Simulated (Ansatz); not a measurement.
For BSi (P6₃mc, No. 186; start mp-978495), PBEsol (Ansatz, a first-principles code, plane waves, PAW) gives:

| Property | Result |
|---|---|
| lattice constant a | 3.135 Å |
| lattice parameter c | 5.878 Å |
| bulk modulus | 125 GPa |
| cohesive energy | 5.43 eV/atom |

Q: What does r²SCAN (Ansatz, plane waves, PAW) give for the same quantities?

A: 
- lattice constant a: 3.169 Å (increases by 1.1 %)
- lattice parameter c: 5.846 Å (decreases by 0.5 %)
- bulk modulus: 124 GPa (stays essentially unchanged)
- cohesive energy: 5.03 eV/atom (falls by 0.40 eV/atom)

Changes are worked out from the printed values.

Unless a cell is named, each level is at its own relaxed cell (PBEsol 12.51, r²SCAN 12.71 Å³/atom).

Caveats: the bulk modulus is −V dP/dV from two relaxed cells at ±2 % in volume (PBEsol, r²SCAN); the relaxation could not lower the start's symmetry, so the cell can be a saddle point above a distorted one (PBEsol, r²SCAN). Ansatz's density-functional and Hartree–Fock values are scalar-relativistic unless marked +SOC, with PAW data made under PBE.

A start named mp-… is a Materials Project structure, which can be a computed phase never made.
